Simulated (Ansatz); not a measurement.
Input for germanene alone, frozen as in the stack (germanene a predicted or substrate-bound sheet, here free):

Ansatz 0.2 input:
```yaml
crystal:
  lattice:
    - [4.02076257, 0.0, 0.0]
    - [-2.010381285, 3.482082529, 0.0]
    - [0.0, 0.0, 22.71]
  atoms:
    - { symbol: Ge, position: [0.666666667, 0.333333333, 0.558179629] }
    - { symbol: Ge, position: [0.0, 0.0, 0.59186958] }
  symmetry: { detect: true }
basis:
  ecutwfc: 500
  ecutrho_ratio: 4
  xc_grid: 4
kpoints:
  mp_grid: { grid: [12, 12, 1] }
hamiltonian:
  xc: r2scan
  dispersion: none
  pseudopotentials: { kind: paw }
scf:
  n_extra_bands: 13
  occupations: { method: fermi_dirac, width: 0.05 }
  convergence: { dr2_threshold: 0.000000001 }
output:
  eigenvalues: true
efield:
  axis: 3
  dipole_correction: true
```

Method: r2SCAN (plane waves to 500 eV, PAW; Ansatz, a first-principles code). No spin–orbit coupling. Its k-point mesh 12×12×1, Fermi–Dirac width 0.05 eV. A dipole correction is on.

### Question
What does the end of the output print (band table and long remarks left out, numbers rounded to eight decimals)?

### Answer
```
SCF converged after 10 iterations
an eigenvalue changed by more than its tolerance at an iteration that met the thresholds in force, so the SCF went on 2 times, its first undamped step at …
Free energy (F): -8604.623635 eV
Harris-Foulkes:  -8604.623635 eV  (|F-HF|=1.02e-10)
Internal energy: -8604.621623 eV  (E = F + TS)
E sigma→0 (E₀):  -8604.622629 eV
Entropy (-TS):   -0.002013 eV (-1.006 meV/atom)
Fermi energy:    -2.851145 eV
Dipole field:    D = -0.000003 V/Å  (p = -0.000005 e·Å, saw-weighted, corrected)
Work function:   Φ+ = 4.6454 eV   Φ− = 4.6453 eV
Levels:          The Fermi level and band energies are counted from a zero that moves with the ramp; work functions are not
--- Per-component energies (eV) ---
  E_band       = -616.261129
  E_kinetic    = 218.808657
  E_local      = -20616.998203  (includes V_loc(G=0)·N_el)
  E_nonlocal   = 836.781986
  E_hartree    = 9857.830618
  E_xc         = -136.166853
  E_vxc        = -133.517152  (∫ρ·V_xc dr)
  E_paw        = -4064.891482  (= ΣΔE_a)
  E_vpaw       = -645.089434  (= ΣTr[D̂ρ^β])
  E_aug_tail   = 0.000033  (compensation charges beyond the density's cutoff)
  E_vtau       = 8.091793  (kinetic-family band-sum trace: ∫τ·v_τ [+ j·A + Jᵃ·Aᵃ] dr)
  E_efield     = 0.000000  (sawtooth field / dipole correction)
  E_vefield    = 0.000000  (∫n·V_field dr)
  E_ewald      = 5302.185154
  E_core_change = -2.171532  (= ΣΔE_core)
  E_smearing   = -0.002013  (= −TS)
  E_closure    = 0.000000  (closes the sum)
  Σ components = -8604.623635   (vs F -8604.623635, Δ=0.00e0)
```

Cost: very roughly 24 core-seconds.
